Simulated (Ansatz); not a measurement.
WN2 (P-6m2, No. 187, 3 atoms in the cell; start mp-999549), treated with LDA (PAW; Ansatz, a program for electronic structure).

Settings: plane-wave cutoff 520 eV, 12×12×10 k mesh (along the axes of the cell as run), Fermi–Dirac smearing 0.01 eV, no spin polarisation, scalar-relativistic PAW data made under PBE.

Cell (relaxed at this level):

WN2 is taken in the hexagonal space group P-6m2 (No. 187), Pearson symbol hP3. Conventional cell: a = b = 2.8779 Å, c = 3.8673 Å, α = β = 90.00°, γ = 120.00°. W on 1f sees 6 N at 2.071 Å (trigonal prismatic). N on 2g sees 1 N at 1.396 Å and 3 W at 2.071 Å. (Neighbours: up to the widest gap in distance over summed covalent radii, below 1.35, at either atom; cation-cation and far metal-metal contacts left out.)

### Question
Estimate the band gap, Γ–Γ gap and bulk modulus that the calculation returns.

### Answer

band gap: 1.26 eV (on the SCF k mesh)
Γ–Γ gap: 2.61 eV
bulk modulus: 387 GPa

Note: the relaxation could not lower the start's symmetry, so the cell can be a saddle point above a distorted one; the bulk modulus is −V dP/dV from two relaxed cells at ±2 % in volume.

Spin–orbit coupling is not included.

The computed numbers hold no vibrational or temperature effects.

Computing time: very roughly 23 core-seconds.

A start named mp-… is a Materials Project structure, which need not be a measured phase.
